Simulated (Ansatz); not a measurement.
1T (CdI2-type) CaI2: smallest direct gap on the k points sampled by level of theory

No measured value is used here.

| level (code) | value (eV) |
|---|---|
| HSE06 (Ansatz) | 5.37 |
| PBE0 (Ansatz) | 6.05 |
| r²SCAN0 (Ansatz) | … |

**Question.** Complete the blanks.

**Answer.** 
- r²SCAN0 (Ansatz, an electronic-structure program), value (eV): 6.45

At these levels the smallest gap is indirect and lower: HSE06 4.66, PBE0 5.37, r²SCAN0 5.65 eV. Computed values are for a static lattice. Levels without +SOC have no spin–orbit coupling; where heavier elements are present it shifts gaps, mostly down, and can invert bands.  HSE06, PBE0, r²SCAN0: the cell comes from a level without a dispersion term, which matters for the spacing of layers, chains or molecules. Values are at the PBEsol cell. Cutoffs differ between the levels. Ansatz's density-functional and Hartree–Fock values are scalar-relativistic unless marked +SOC, with PAW data made under PBE.
